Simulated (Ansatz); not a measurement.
The parent structure is MgO in the rock salt structure (space group Fm-3m, No. 225; a = 4.254 Å).

Method: PBE (Ansatz, a program for electronic structure; PAW; 420 eV plane waves; no SOC).

Before the change:

```
Quantity             Value
-------------  -----------
Gap character  direct at Γ
```

One thing is altered: an isotropic linear strain of −2.00 %, atoms relaxed at fixed cell.

Question: What does the calculation give for the energy relative to the base, mean gap deformation potential ΔEg/Δln V and gap character after the change?

Answer: The energy rises by 17 meV/atom; the mean gap deformation potential ΔEg/Δln V is -9.7 eV; the gap character remains direct at Γ.

Stability against distortions was not tested.
